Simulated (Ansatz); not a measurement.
The starting structures come from a database of crystals and need not be the phases stable at ambient conditions.

 Where the default PAW files enter, the runs use the earlier of Ansatz's two default sets.

By PBEsol, the system below comes out a metal.

The ballistic (Sharvin) conductance counts the channels at the Fermi level: G/A = (e²/h) × channels of both spins per area.

Consider the following.

```
TiGe2
1.0
    4.98786     0.00000     0.00000
    0.00000     8.75921     0.00000
    1.26535     4.37960     2.17032
Ti Ge
2 4
Direct
  0.50000   0.75000   0.00000
  0.00000   0.50000   0.00000
  0.83474   0.41737   0.66526
  0.16526   0.08263   0.33474
  0.66526   0.83263   0.33474
  0.33474   0.16737   0.66526
```

Space group of this cell: Fddd. The cell is taken as given; by PBEsol its mean pressure is -2.3 GPa.

The current flows along the normal of the first two printed cell vectors. No spin-orbit coupling; the value is a mean over 0.1 eV about the Fermi level.

**Question.** State the ballistic conductance per area according to Ansatz (a quantum-chemistry and plane-wave program) with PBEsol.

**Answer.** 0.56 × 10¹⁵ S/m² for both spins.
